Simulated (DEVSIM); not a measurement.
Device: illuminated Si n-on-p cell, one wavelength, at 350 K.

Layer 1 from the left is Si, thickness (μm) 0.230, Nd (cm⁻³) 5.7e18, τn (s) 1.3e-6, τp (s) 8.1e-7, absorption coefficient (cm⁻¹) 28000. Layer 2 from the left is Si, thickness (μm) 27.0, Na (cm⁻³) 2.7e17, τn (s) 7.4e-6, τp (s) 7.4e-6, absorption coefficient (cm⁻¹) 28000.

Left contact: ohmic, minority hole recombination velocity 3e5 cm/s. Right contact: ohmic, minority electron recombination velocity 100 cm/s. Voltage is applied to the left contact. Recombination: SRH at mid-gap, radiative, Auger. Gap narrowing is on: ΔEg = 6.92 meV × (l + √(l² + 0.5)), l = ln(N/1.3e17 cm⁻³), shared equally by both band edges. Light enters at the left, 1.3e18 photons cm⁻² s⁻¹, one pass, no reflection. Mobility is constant in doping.

This is a model device: material constants are rounded textbook-type values typed into the input, and sizes, dopings and lifetimes were drawn at random. Values at 300 K; Nc and Nv go as T^1.5, mobilities as T to minus their exponent, the gap by Varshni's rule with the affinity fixed.

Si: gap (eV) 1.124, affinity (eV) 4.05, permittivity 11.7, Nc (cm⁻³) 2.86e19, Nv (cm⁻³) 3.1e19, μn (cm²/Vs) 1417, μp (cm²/Vs) 470, T exponent of μn 2.3, T exponent of μp 2.2, B (cm³/s) 4.7e-15, Cn (cm⁶/s) 2.8e-31, Cp (cm⁶/s) 9.9e-32, Varshni α (eV/K) 0.000473, Varshni β (K) 636.

Model (solved in DEVSIM): 1D drift-diffusion, Boltzmann statistics, complete ionisation; no tunnelling, impact ionisation, image-force lowering or self-heating.

Problem. What does the simulation give for the short-circuit current, the potential step across the device at zero bias, the dark forward voltage at 1 A/cm²?

Solution. short-circuit current 186 mA/cm²; potential step across the device at zero bias 0.873 V; dark forward voltage at 1 A/cm² 0.582 V.
